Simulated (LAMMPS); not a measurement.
Surface tension of liquid Si over temperature.

Model: classical MD, pair style meam/spline, file Si_1.meam.spline, run in LAMMPS.

| T (K) | surface tension | excess energy |
|---|---|---|
| 1690 | 0.81 ± 0.02 N/m | 1.0 J/m² |
| 1940 | 0.80 ± 0.02 N/m | 1.0 J/m² |
| 2280 | 0.78 ± 0.02 N/m | 1.1 J/m² |

Errors shown are sampling errors alone.
